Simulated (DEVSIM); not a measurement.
Structure: Mo/Al2O3/n-Ge capacitor, at 300 K.

```csv
layer (left to right),material,thickness (nm),Nd (cm⁻³)
1,Al2O3,13.0,-
2,Ge,2200,7.4e16
```

Metal gate on the left, work function 4.6 eV. Fixed charge at the semiconductor interface 4.4e10 cm⁻² (in units of +e); no interface traps.

Constants are typed, rounded textbook-type inputs, not results; the design itself was drawn at random and stands for no fabricated device. Values at 300 K.

```tsv
parameter	Al2O3	Ge
gap (eV)	6.8	0.664
affinity (eV)	1.35	4
permittivity	9	16
Nc (cm⁻³)	-	1.04e19
Nv (cm⁻³)	-	6e18
```

Model (solved in DEVSIM): 1D Poisson equation in equilibrium, Boltzmann statistics, complete ionisation; no quantum confinement or tunnelling. Metal contacts follow the ideal Schottky-Mott rule: no Fermi-level pinning, no interface dipoles.

The Al2O3 thickness was swept, all else fixed.

```json
[
 {"Al2O3 thickness (μm)": "0.0052", "threshold voltage (band bending 2φF) (V)": "-0.03", "capacitance of the dielectric stack (μF/cm²)": "1.53", "minimum of the low-frequency capacitance (μF/cm²)": "0.153"},
 {"Al2O3 thickness (μm)": "0.0072", "threshold voltage (band bending 2φF) (V)": "-0.06", "capacitance of the dielectric stack (μF/cm²)": "1.11", "minimum of the low-frequency capacitance (μF/cm²)": "0.148"},
 {"Al2O3 thickness (μm)": "0.0091", "threshold voltage (band bending 2φF) (V)": "-0.09", "capacitance of the dielectric stack (μF/cm²)": "0.876", "minimum of the low-frequency capacitance (μF/cm²)": "0.142"},
 {"Al2O3 thickness (μm)": "0.011", "threshold voltage (band bending 2φF) (V)": "-0.12", "capacitance of the dielectric stack (μF/cm²)": "0.724", "minimum of the low-frequency capacitance (μF/cm²)": "0.139"},
 {"Al2O3 thickness (μm)": "0.013", "threshold voltage (band bending 2φF) (V)": "-0.16", "capacitance of the dielectric stack (μF/cm²)": "0.613", "minimum of the low-frequency capacitance (μF/cm²)": "0.133"},
 {"Al2O3 thickness (μm)": "0.016", "threshold voltage (band bending 2φF) (V)": "-0.20", "capacitance of the dielectric stack (μF/cm²)": "0.498", "minimum of the low-frequency capacitance (μF/cm²)": "0.127"}
]
```

From the first row to the last the threshold voltage (band bending 2φF) goes from -0.03 to -0.20. From the first row to the last the capacitance of the dielectric stack goes from 1.53 to 0.498.
